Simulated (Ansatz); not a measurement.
**Hypothetical P6_3/mmc HgI2: 4 layers**

The reference is HgI2 in the 2H-MoS2 type structure (space group P6_3/mmc, No. 194; a = 4.1546 Å, c = 14.3925 Å; a hypothetical phase, not in the database extracts checked).

Modification: a free-standing slab of 4 layers (12 atoms, 3 a layer) is cut normal to the stacking axis, with 15 Å of vacuum and the in-plane cell relaxed.

All numbers come from Kohn–Sham DFT with the r2SCAN+rVV10 functional, run in Ansatz (a first-principles code) with PAW and 500 eV plane waves, scalar-relativistic without spin-orbit coupling. Γ-centred 9×9×1 mesh, Fermi–Dirac width 0.05 eV, for the changed cell.

- Layer's space group (with vacuum) = P-3m1 (No. 164)
- Shortest interatomic distance = 3.064 Å (base 3.064 Å)
- Band gap = 0.84 eV (base 0.66 eV)
- Gap character = indirect, Γ → M
- Smallest direct gap = 0.93 eV (base 0.75 eV)
- Valence-band top at Γ (three highest levels, from the VBM) = 0.00, 0.00, -0.03 eV
- Excess energy per area of both faces (slab less bulk energy over the cell's area: twice a surface energy) = 0.24 J/m²
- Thickness between the outermost nuclei = 25.40 Å
- In-plane lattice parameter a = 4.155 Å (base 4.155 Å)

Final structure:

```
CELL_PARAMETERS angstrom
      4.15456     0.00000     0.00000
      2.07728     3.59795     0.00000
      0.00000     0.00000    40.40331
ATOMIC_POSITIONS crystal
  I  0.33333 0.33333 0.18563
  Hg 0.66667 0.66667 0.23283
  I  0.33333 0.33333 0.28004
  I  0.66667 0.66667 0.36374
  Hg 0.33333 0.33333 0.41094
  I  0.66667 0.66667 0.45815
  I  0.33333 0.33333 0.54185
  Hg 0.66667 0.66667 0.58906
  I  0.33333 0.33333 0.63626
  I  0.66667 0.66667 0.71996
  Hg 0.33333 0.33333 0.76717
  I  0.66667 0.66667 0.81437
```

The excess energy carries the mismatch between the slab's and the bulk's meshes. With Hg and I present, leaving out spin-orbit coupling can change the band edges. No phonon test of stability was made. k-point labels follow each cell's own Brillouin zone.
